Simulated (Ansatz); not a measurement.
For CaO (model structure, Fm-3m, No. 225, 2 atoms in the cell), PBE (Ansatz, an electronic-structure program, plane waves, PAW) gives:

- lattice constant a = 4.831 Å
- bulk modulus = 106 GPa
- cohesive energy = 5.46 eV/atom
- band gap = 3.66 eV

**Question.** What does r²SCAN (plane waves, PAW; Ansatz) give for the same quantities?

**Answer.** 
- lattice constant a: 4.795 Å (falls by 0.7 %)
- bulk modulus: 117 GPa (increases by 10 %)
- cohesive energy: 5.68 eV/atom (grows by 0.22 eV/atom)
- band gap: 4.20 eV (increases by 0.54 eV)

Changes are worked out from the printed values.

Unless a cell is named, each level is at its own relaxed cell (PBE 14.09, r²SCAN 13.78 Å³/atom).

Density-functional gaps are differences of (generalised) Kohn–Sham levels.

Caveats: the bulk modulus is −V dP/dV from two relaxed cells at ±2 % in volume (PBE, r²SCAN). Ansatz's density-functional and Hartree–Fock values are scalar-relativistic unless marked +SOC, with PAW data made under PBE.

A model structure was made by putting elements into a prototype or built by hand; here it ended with the formula and space group of a phase in our tables.
